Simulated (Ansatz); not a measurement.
The starting structures come from a database of crystals and need not be the phases stable at ambient conditions.

## Evanescent states of BaCuSF (P4/nmm, not sure to be the ambient phase, 8 atoms a cell, 19.4 Å³ an atom, -2 GPa at this level) along the normal of (110)

Method: r2SCAN (plane waves, PAW; Ansatz, an electronic-structure program).

No gap correction and no spin-orbit coupling; mid-gap values are interpolated between computed energies.

Energies count from the valence-band top; κ is the least over a 6×4 mesh across the current.

```json
[
 {"E (eV)": "0.05", "κ (1/Å)": "0.092", "where": "Γ"},
 {"E (eV)": "0.15", "κ (1/Å)": "0.150", "where": "Γ"},
 {"E (eV)": "0.25", "κ (1/Å)": "0.182", "where": "Γ"},
 {"E (eV)": "0.35", "κ (1/Å)": "0.204", "where": "Γ"},
 {"E (eV)": "0.45", "κ (1/Å)": "0.218", "where": "Γ"},
 {"E (eV)": "0.55", "κ (1/Å)": "0.229", "where": "Γ"},
 {"E (eV)": "0.65", "κ (1/Å)": "0.236", "where": "Γ"},
 {"E (eV)": "0.75", "κ (1/Å)": "0.240", "where": "Γ"},
 {"E (eV)": "0.85", "κ (1/Å)": "0.242", "where": "Γ"},
 {"E (eV)": "0.95", "κ (1/Å)": "0.242", "where": "Γ"},
 {"E (eV)": "1.05", "κ (1/Å)": "0.240", "where": "Γ"},
 {"E (eV)": "1.15", "κ (1/Å)": "0.237", "where": "Γ"},
 {"E (eV)": "1.25", "κ (1/Å)": "0.232", "where": "Γ"},
 {"E (eV)": "1.35", "κ (1/Å)": "0.214", "where": "Γ"},
 {"E (eV)": "1.45", "κ (1/Å)": "0.193", "where": "Γ"},
 {"E (eV)": "1.55", "κ (1/Å)": "0.169", "where": "Γ"},
 {"E (eV)": "1.65", "κ (1/Å)": "0.141", "where": "Γ"},
 {"E (eV)": "1.75", "κ (1/Å)": "0.104", "where": "Γ"},
 {"E (eV)": "1.85", "κ (1/Å)": "0.039", "where": "Γ"}
]
```

### Question
How thick must the barrier be to attenuate the transmission by 10^6 when the electrodes' Fermi level lies at 0.55 eV, and what attenuation does that film give at 0.45 eV?

### Answer
d = 6 ln 10 / (2 × 0.229) = 30.2 Å. At 0.45 eV it gives 6 × 0.218/0.229 = 5.7 decades.
